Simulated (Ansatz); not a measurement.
Input and output of a self-consistent single point for Ta (Im-3m, 1 atom in the cell) (Ansatz, an electronic-structure program).

Level of theory: PBE, PAW files (plane waves; Ansatz).

```
Ta
1.0
   -1.65825     1.65825     1.65825
    1.65825    -1.65825     1.65825
    1.65825     1.65825    -1.65825
Ta
1
Direct
  0.00000   0.00000   0.00000
```

Reference input (self-consistent single point, DFT, PBE, plane waves, PAW files): basis.ecutwfc = 420 eV; kpoints.mp_grid.grid = 14 14 14; hamiltonian.xc = pbe; hamiltonian.pseudopotentials = {kind: paw} (the program's default PAW files); scf.occupations.method = gaussian; scf.occupations.width = 0.1 eV. This run's input differs from it in these lines:

Ansatz 0.2 input:
```diff
@@ -10,3 +10,3 @@
 kpoints:
-  mp_grid: { grid: [14, 14, 14] }
+  mp_grid: { grid: [23, 23, 23] }
 hamiltonian:
@@ -15,3 +15,3 @@
 scf:
-  occupations: { method: gaussian, width: 0.1 eV }
+  occupations: { method: cold, width: 0.01 eV }
 output:
```

Output (repeated stretches shortened):

```
SCF iter   1: F=—  HF=-9933.351192 eV  |F-HF|=—  |Δ(HF+E_count)|=         —  Δρ=4.17e-2  dr2=3.36e-1  ethr=3.10e-3  ⟨swp⟩=5.6  Hψ=21027  notcnv=0
all-band conjugate gradients solve this SCF's bands
preconditioner: auto → none
SCF iter   2: F=—  HF=-9933.234254 eV  |F-HF|=—  |Δ(HF+E_count)|=   1.17e-1  S|Δr|=    0.00e0  Δρ=1.54e-2  dr2=2.35e-2  ethr=2.59e-3  ⟨swp⟩=2.6  Hψ=9257  notcnv=0  defer=169
SCF iter   3: F=—  HF=-9933.233125 eV  |F-HF|=—  |Δ(HF+E_count)|=   1.13e-3  S|Δr|=    0.00e0  Δρ=4.74e-3  dr2=1.33e-3  ethr=1.81e-4  ⟨swp⟩=2.3  Hψ=6227  notcnv=0  defer=169
SCF iter   4: F=—  HF=-9933.233461 eV  |F-HF|=—  |Δ(HF+E_count)|=   3.35e-4  S|Δr|=    0.00e0  Δρ=2.26e-4  dr2=5.23e-6  ethr=1.02e-5  ⟨swp⟩=2.0  Hψ=5329  notcnv=0  defer=169
SCF iter   5: F=—  HF=-9933.233464 eV  |F-HF|=—  |Δ(HF+E_count)|=   3.50e-6  S|Δr|=    0.00e0  Δρ=4.78e-5  dr2=7.85e-8  ethr=7.69e-10  ⟨swp⟩=5.2  Hψ=18596  notcnv=0
SCF iter   6: F=-9933.233464 eV  HF=-9933.233464 eV  |F-HF|=2.03e-9  |Δ(HF+E_count)|=   1.17e-8  S|Δr|=    0.00e0  Δρ=1.09e-5  dr2=4.60e-9  ethr=6.04e-10  ⟨swp⟩=2.4  Hψ=12471  notcnv=0
SCF 1 converged in 6 iterations: F = -9933.233464 eV  dr2 = 4.60e-9
Stability not checked (fill_not_monotonic)
Free energy (F): -9933.233464 eV
Internal energy: -9933.233460 eV  (E = F + TS)
E sigma→0 (E₀):  -9933.233463 eV
Entropy (-TS):   -0.000004 eV (-0.004 meV/atom)
Fermi energy:    18.226424 eV
--- Forces (eV/Å), atoms counted from 1 ---
  atom   1  Ta     0.00000000    -0.00000000     0.00000000
--- Stress (GPa, compression-positive) ---
        0.416041       0.000000      -0.000000
        0.000000       0.416041       0.000000
        0.000000       0.000000       0.416041
  P = ⅓ Tr σ = 0.4160 GPa (4.160 kbar)
  The stress holds the Pulay correction. Without it, at fixed plane waves, as pw.x and ABINIT print it: P = 0.3795 GPa
```

The run converged in 6 iterations. Against the reference run the free energy rises by 8.3 meV/atom and the pressure moves little (0.46 to 0.42 GPa).

The starting cell has typed, rounded lattice constants, without a prior relaxation at this level. Its lattice was rescaled by up to half a per cent. Spin polarisation is off. Ansatz's pressure includes its estimate of the finite-basis (Pulay) stress.
